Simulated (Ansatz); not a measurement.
LaLuO3 (model structure, started from the cubic perovskite type, Pm-3m, No. 221, 5 atoms in the cell), treated with HSE06 (Ansatz, an electronic-structure program, PAW).

Numerical settings: plane-wave cutoff 460 eV, 6×6×6 k mesh, Fermi–Dirac smearing 0.01 eV, scalar-relativistic PAW data made under PBE.

Cell (relaxed with PBEsol):

```yaml
crystal:
  lattice:
    - [4.19267, 0.00000, 0.00000]
    - [0.00000, 4.19267, 0.00000]
    - [0.00000, 0.00000, 4.19267]
  atoms:
    - { symbol: La, position: [0.00000, 0.00000, 0.00000] }
    - { symbol: Lu, position: [0.50000, 0.50000, 0.50000] }
    - { symbol: O, position: [0.00000, 0.50000, 0.50000] }
    - { symbol: O, position: [0.50000, 0.50000, 0.00000] }
    - { symbol: O, position: [0.50000, 0.00000, 0.50000] }
```

Give the computed band gap.


* **band gap**: 3.13 eV (on the SCF k mesh)

Note: the relaxation could raise the start's symmetry but not lower it, so the cell can be a saddle point; cell and atoms aren't relaxed at this level (pressure 3.0 GPa).

Spin–orbit coupling is not included.

The result took around 4 core-minutes (rough).

A model structure was made by putting elements into a prototype or built by hand; it is no filed structure, need not be a known phase, and can be a saddle point held by its symmetry.
